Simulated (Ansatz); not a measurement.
Input and output of a self-consistent single point for SrY (P4/mmm, 2 atoms in the cell) (Ansatz, a first-principles code).

Level of theory: PBE (plane waves, PAW; Ansatz).

```
SrY
1.0
    3.81026     0.00000     0.00000
    0.00000     3.81026     0.00000
    0.00000     0.00000     4.99416
Sr Y
1 1
Direct
  0.50000   0.50000   0.50000
  0.00000   0.00000   0.00000
```

Reference input (self-consistent single point, DFT, PBE, plane waves, default PAW files): kpoints.mp_grid.grid = 9 9 7; hamiltonian.xc = pbe; hamiltonian.pseudopotentials = {kind: paw} (the program's default PAW files); scf.occupations.method = fermi_dirac; scf.occupations.width = 0.05 eV. This run's input differs from it in these lines:

Ansatz 0.2 input:
```diff
@@ -9,3 +9,3 @@
 kpoints:
-  mp_grid: { grid: [9, 9, 7] }
+  mp_grid: { grid: [10, 10, 7] }
 hamiltonian:
```

Output (repeated stretches shortened):

```
SCF iter   1: F=—  HF=-7392.244943 eV  |F-HF|=—  |Δ(HF+E_count)|=         —  Δρ=2.88e-3  dr2=1.05e-2  ethr=1.77e-3  ⟨swp⟩=6.7  Hψ=8044  notcnv=0
all-band conjugate gradients solve this SCF's bands
preconditioner: auto → Kerker (q_TF=auto, 2.219 Å⁻¹)
SCF iter   2: F=—  HF=-7392.244386 eV  |F-HF|=—  |Δ(HF+E_count)|=   5.56e-4  Δρ=1.50e-3  dr2=2.66e-3  ethr=4.99e-5  ⟨swp⟩=2.1  Hψ=2422  notcnv=0
SCF iter   3: F=—  HF=-7392.244345 eV  |F-HF|=—  |Δ(HF+E_count)|=   4.17e-5  Δρ=3.30e-4  dr2=1.04e-4  ethr=1.27e-5  ⟨swp⟩=2.0  Hψ=1475  notcnv=0
SCF iter   4: F=—  HF=-7392.244339 eV  |F-HF|=—  |Δ(HF+E_count)|=   5.87e-6  Δρ=8.16e-5  dr2=4.92e-6  ethr=4.96e-7  ⟨swp⟩=2.5  Hψ=2061  notcnv=0
SCF iter   5: F=—  HF=-7392.244344 eV  |F-HF|=—  |Δ(HF+E_count)|=   5.32e-6  Δρ=3.42e-5  dr2=8.41e-7  ethr=2.34e-8  ⟨swp⟩=1.0  Hψ=1283  notcnv=0
SCF iter   6: F=-7392.244344 eV  HF=-7392.244344 eV  |F-HF|=2.27e-8  |Δ(HF+E_count)|=   5.85e-8  Δρ=6.91e-6  dr2=4.49e-8  ethr=4.76e-10  ⟨swp⟩=4.8  Hψ=6147  notcnv=0
SCF 1 converged in 6 iterations: F = -7392.244344 eV  dr2 = 4.49e-8
Free energy (F): -7392.244344 eV
Internal energy: -7392.208278 eV  (E = F + TS)
E sigma→0 (E₀):  -7392.226311 eV
Entropy (-TS):   -0.036066 eV (-18.033 meV/atom)
Fermi energy:    8.382349 eV
--- Forces (eV/Å), atoms counted from 1 ---
  atom   1  Sr     0.00000000     0.00000000     0.00000000
  atom   2  Y      0.00000000    -0.00000000     0.00000000
--- Stress (GPa, compression-positive) ---
        2.674715       0.000000       0.000000
        0.000000       2.674715       0.000000
        0.000000       0.000000       3.698253
  P = ⅓ Tr σ = 3.0159 GPa (30.159 kbar)
  The stress holds the Pulay correction. Without it, at fixed plane waves, as pw.x and ABINIT print it: P = 3.0126 GPa
```

The run converged in 6 iterations. Against the reference run the free energy goes up by 1.9 meV/atom and the pressure moves little (2.99 to 3.02 GPa).

The starting cell was generated: these elements placed on a structure prototype, without a prior relaxation; it need not be a known phase or ordering of this composition. Its lattice was rescaled by a random factor within 2.5 % of one. Ansatz's pressure includes its estimate of the finite-basis (Pulay) stress.
